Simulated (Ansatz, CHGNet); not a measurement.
## Ladder of methods for the equilibrium lattice constant a of CsCl-type CoGa

Reference value: 2.878 Å (measured, temperature not stated, copied from a table, unchecked, no zero-point or thermal correction; as tabulated in Monatshefte fuer Chemie und verwandte Teile anderer Wissenschaften 123, 509 (1992)).

```tsv
level (code)	value (Å)
CHGNet 0.3.0	2.882
LDA (Ansatz)	2.810
BLYP (Ansatz)	[?]
PBE (Ansatz)	2.882
PBE-D3(BJ) (Ansatz)	[?]
r²SCAN (Ansatz)	2.844
r²SCAN+rVV10 (Ansatz)	2.835
HSE06 (Ansatz)	[?]
r²SCAN0 (Ansatz)	2.822
```

**Question.** Complete the blanks.

**Answer.** 
- BLYP (Ansatz, a first-principles code), value (Å): 2.930
- PBE-D3(BJ) (Ansatz), value (Å): 2.850
- HSE06 (Ansatz), value (Å): 2.839

Differences against the reference: CHGNet 0.3.0 +0.14 %, LDA -2.36 %, BLYP +1.81 %, PBE +0.14 %, PBE-D3(BJ) -0.97 %, r²SCAN -1.18 %, r²SCAN+rVV10 -1.49 %, HSE06 -1.36 %, r²SCAN0 -1.95 %.

The reference's temperature isn't stated, so close values are not ranked against it.

The measured value isn't corrected to a static lattice, so vibrations enter the comparison. A static lattice is as a rule a little smaller than the measured one. The crystal itself was run without spin with LDA, BLYP, PBE, PBE-D3(BJ), r²SCAN, r²SCAN+rVV10, HSE06, r²SCAN0; a magnetic state was not tried in these runs. HSE06: exact exchange on metals is sensitive to the k mesh and can open a false gap. HSE06: the run warned that the count of filled bands differs between k points. r²SCAN0: the run has no spin polarisation, so it can have missed a magnetic state. Cutoffs and k meshes differ between the levels. Ansatz's density-functional and Hartree–Fock values are scalar-relativistic unless marked +SOC, with PAW data made under PBE.

Machine-learned potentials (CHGNet 0.3.0) are trained on DFT data: a solid inside that data is no test of them.

Differences are worked out from the printed values.
